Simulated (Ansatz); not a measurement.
Effect of biaxial strain −2.50 %, plane normal [001], relaxed out of plane on Pd

Take Pd in the fcc (Cu type) structure (space group Fm-3m, No. 225; a = 3.910 Å; relaxed with 0.1 eV smearing) as the base. Axes: x, y, z lie along the cube axes.

The change: biaxial strain −2.50 %, plane normal [001], relaxed out of plane (Cartesian); in-plane vectors clamped, the third vector and the atoms free.

The values are results of DFT with r2SCAN, PAW potentials and a 500 eV plane-wave cutoff in Ansatz (a quantum-chemistry and plane-wave program), no spin-orbit coupling, not measurements. Settings: 29×29×29 k-points, 0.1 eV Fermi–Dirac smearing.

```csv
quantity,base,changed,shift
space group,Fm-3m (No. 225),I4/mmm (No. 139),–
shortest interatomic distance,276.5 pm,269.6 pm,-6.9 pm
energy relative to the base (free energy F),0 meV/atom,+8.8 meV/atom,+8.8 meV/atom
band gap,zero,zero,–
out-of-plane strain,–,+3.86 %,–
ratio −ε⊥/ε∥,–,1.54,–
mean in-plane stress (compression positive),–,+4.1 GPa,–
```

Final structure (turned so that z lies along the plane normal):

```yaml
crystal:
  lattice:
    - [2.69594, 0.00000, 0.00000]
    - [0.00000, 2.69594, 0.00000]
    - [1.34797, -1.34797, 2.03067]
  atoms:
    - { symbol: Pd, position: [0.00000, 0.00000, 0.00000] }
```

Cost of the whole job for the changed cell (relaxation, final SCF and bands): very roughly 4 core-minutes.

Whether these cells are dynamically stable was not tested. The final runs are not spin-polarised. Pd has a high density of states at the Fermi level and may be magnetic at this level.
